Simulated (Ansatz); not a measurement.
The starting structures come from a database of crystals and need not be the phases stable at ambient conditions.

 Where the default PAW files enter, the runs use the earlier of Ansatz's two default sets.

Inside the gap of an insulator the Bloch states are evanescent, with a wavenumber k + iκ along the transport direction.

Given:

```yaml
crystal:
  lattice:
    - [4.94387, 0.00000, 0.00000]
    - [0.00000, 7.23174, 0.00000]
    - [0.00000, 0.00000, 5.08511]
  atoms:
    - { symbol: Al, position: [0.74785, 0.39040, 0.03051] }
    - { symbol: Al, position: [0.25215, 0.60960, 0.96949] }
    - { symbol: Al, position: [0.75215, 0.10960, 0.53051] }
    - { symbol: Al, position: [0.24785, 0.89040, 0.46949] }
    - { symbol: Al, position: [0.75215, 0.89040, 0.96949] }
    - { symbol: Al, position: [0.24785, 0.10960, 0.03051] }
    - { symbol: Al, position: [0.74785, 0.60960, 0.46949] }
    - { symbol: Al, position: [0.25215, 0.39040, 0.53051] }
    - { symbol: O, position: [0.89298, 0.65400, 0.10198] }
    - { symbol: O, position: [0.10702, 0.34600, 0.89802] }
    - { symbol: O, position: [0.60702, 0.84600, 0.60198] }
    - { symbol: O, position: [0.39298, 0.15400, 0.39802] }
    - { symbol: O, position: [0.60702, 0.15400, 0.89802] }
    - { symbol: O, position: [0.39298, 0.84600, 0.10198] }
    - { symbol: O, position: [0.89298, 0.34600, 0.39802] }
    - { symbol: O, position: [0.10702, 0.65400, 0.60198] }
    - { symbol: O, position: [0.95060, 0.00000, 0.25000] }
    - { symbol: O, position: [0.04940, 0.00000, 0.75000] }
    - { symbol: O, position: [0.54940, 0.50000, 0.75000] }
    - { symbol: O, position: [0.45060, 0.50000, 0.25000] }
```

Space group of this cell: Pbcn. The cell is strained (all lengths scaled by 1.02); by r2SCAN its mean pressure is -19.6 GPa.

Transport runs along the normal of the first two printed cell vectors.

The gap is the functional's own. No spin-orbit coupling. Mid-gap values are interpolated on the energy grid.

Q: Estimate the band gap and the smallest decay constant κ at mid-gap that r2SCAN in Ansatz (a program for electronic structure) returns for this system.

A: Gap 5.49 eV on a 6×4×6 mesh; κ = 0.346 1/Å, at the zone centre.
